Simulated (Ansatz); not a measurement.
Data:

```
CELL_PARAMETERS angstrom
      0.00000     2.05906     1.99618
      1.99618     0.00000     1.99618
      1.99618     2.05906     0.00000
ATOMIC_POSITIONS crystal
  Al 0.00000 0.00000 0.00000
```

No spin polarisation.

All numbers come from r2SCAN (Ansatz, a program for electronic structure; PAW; 500 eV plane waves; no SOC), earlier PAW set. Γ-centred 28×28×28 mesh, Fermi–Dirac width 0.1 eV.

Question: Predict the stress and band gap.

Answer: 
* **Stress (xx, yy, zz, yz, xz, xy; compression positive)**: (-2.0, -3.8, -2.0, 0.0, 0.0, 0.0) GPa
* **Band gap**: zero

The cells carry an imposed strain or load. Whether these cells are dynamically stable was not tested. The cell was made from Al in the fcc (Cu type) structure (space group Fm-3m, No. 225) by this change: uniaxial strain ε_yy = +3.15 %.
